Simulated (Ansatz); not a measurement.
PBE against r2SCAN: ZrO2, pressure −1 GPa

Take ZrO$_{2}$ (space group P4_2/nmc, No. 137; a = 3.621 Å, c = 5.283 Å) as the base.

(Cell as relaxed with PBE.)

Levels (all Ansatz, a program for electronic structure, PAW): PBE (420 eV, no SOC); r2SCAN (500 eV, no spin-orbit coupling).

Each level relaxes its own structure.

```csv
base,PBE,r2SCAN
volume per atom,11.54 Å³,11.30 Å³
lattice parameter a,6.843 bohr,6.806 bohr
band gap,4.04 eV,4.60 eV
```

It is then changed as follows: hydrostatic tension (pressure −1 GPa).

```tsv
quantity	PBE	r2SCAN
lattice parameter a	6.853 bohr	?
electron mass	2.3 mₑ along c, 0.61 mₑ across (at Γ)	?
c/a ratio	1.462	?
smallest direct gap	4.13 eV	?
```

What does r2SCAN give?


- lattice parameter a, r2SCAN: 6.815 bohr
- electron mass, r2SCAN: 2.2 mₑ along c, 0.63 mₑ across (at Γ)
- c/a ratio, r2SCAN: 1.454
- smallest direct gap, r2SCAN: 4.70 eV

PBE's lattice parameter a lies 0.038 bohr above r2SCAN's (0.6 %); PBE's c/a ratio lies 0.008 above r2SCAN's; PBE's smallest direct gap lies 0.57 eV below r2SCAN's. Neither level is exact; r2SCAN is the comparison here, not a measurement.

Load acts through the strain it causes; cell and atoms are relaxed under it. Effective masses come from finite differences of ±0.01 Å⁻¹. Whether these cells are dynamically stable was not tested. This is not the structure that ZrO2 has at room temperature and ambient pressure.
